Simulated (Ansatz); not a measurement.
The starting structures come from a database of crystals and need not be the phases stable at ambient conditions.

 Where the default PAW files enter, the runs use the earlier of Ansatz's two default sets.

Tunnelling through a barrier is set by its complex band structure: the current falls as exp(−2κd) with the smallest κ.

Input:

```yaml
crystal:
  lattice:
    - [3.69182, 0.00000, 0.00000]
    - [-1.84591, 5.24512, 0.00000]
    - [1.84591, 0.00000, 6.44416]
  atoms:
    - { symbol: Ag, position: [0.41372, 0.23538, 0.40676] }
    - { symbol: Ag, position: [0.58510, 0.76462, 0.59324] }
    - { symbol: Ag, position: [0.42834, 0.26462, 0.90676] }
    - { symbol: Ag, position: [0.07048, 0.73538, 0.09324] }
    - { symbol: O, position: [0.21720, 0.53392, 0.83518] }
    - { symbol: O, position: [0.51846, 0.46608, 0.16482] }
    - { symbol: O, position: [0.93328, 0.96608, 0.33518] }
    - { symbol: O, position: [0.30238, 0.03392, 0.66482] }
    - { symbol: O, position: [0.58728, 0.00000, 0.00000] }
    - { symbol: O, position: [0.83728, 0.50000, 0.50000] }
```

Space group of this cell: Fdd2. The cell is taken as given.

Transport runs along the normal of the first two printed cell vectors.

No gap correction and no spin-orbit coupling; mid-gap values are interpolated between computed energies.

**Question.** Give the band gap and the smallest decay constant κ at mid-gap that r2SCAN run with Ansatz (a program for electronic structure) yields.

**Answer.** Gap 0.75 eV on a 10×10×10 mesh; κ = 0.246 1/Å, at (0.300, 0.333) of the in-plane reciprocal vectors. At the zone centre, at the nearest computed energy, the slowest state has κ = 0.35 1/Å.
